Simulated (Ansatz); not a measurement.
```
CELL_PARAMETERS angstrom
      3.09769     0.00070    -0.03704
     -0.00164     3.09507    -0.11444
      0.98763    -1.43700    25.69138
ATOMIC_POSITIONS crystal
  C  0.00115 0.38202 0.12704
  C  0.49736 0.81769 0.04346
  C  0.96437 0.51339 0.29766
  C  0.48310 0.94766 0.21231
  C  0.92750 0.66756 0.46651
  C  0.44574 0.07988 0.38293
  Si 0.99256 0.91475 0.16956
  Si 0.51179 0.34854 0.08353
  Si 0.95504 0.04630 0.34042
  Si 0.47374 0.48052 0.25499
  Si 0.43630 0.61238 0.42645
  N  0.89253 0.00255 0.63121
  N  0.40931 0.42815 0.55332
  N  0.85552 0.12772 0.79636
  N  0.37476 0.56514 0.71329
  N  0.83340 0.25083 0.95640
  N  0.33671 0.69087 0.87842
  Ti 0.39333 0.50340 0.62943
  Ti 0.91272 0.95180 0.53879
  Ti 0.35600 0.62633 0.79515
  Ti 0.87489 0.06600 0.71451
  Ti 0.29524 0.76175 0.97079
  Ti 0.83415 0.19188 0.88017
```

The first 11 atoms are the substrate (SiC-3C), the rest the film (TiN-rs).

Computed with PBE (plane waves to 420 eV, PAW; Ansatz, a program for electronic structure). Scalar-relativistic, without spin–orbit coupling; the runs are not spin-polarised; PBE gaps are too small against experiment. Its k-point mesh 10×10×1, Fermi–Dirac width 0.05 eV.

**Question.** Describe the bonding at the interfaces and give the barriers.

**Answer.** A periodic stack without vacuum, rock-salt TiN (0 0 1) on 3C silicon carbide (0 0 1) (film strained to the substrate, faces as cut): substrate slab C6Si5, film N6Ti6, surface cells [[1, 0], [1, 1]] and [[1, 0], [1, 1]], film strained by +3.1 and +3.1 %, faces C/C and NTi/NTi as cut (like faces can put a slab off its formula).
| Quantity | Value |
|---|---|
| interface area | 9.6 Å² |
| period | 25.63 Å |
| gaps between the outermost planes at the two interfaces | 1.85 and 1.86 Å |
| C–Ti contacts across the interfaces within 1.22 times the sum of covalent radii | 2, mean 1.98 Å |
| hole barrier (PBE) | 0.19 eV |
| electron barrier (PBE) | 1.18 eV |
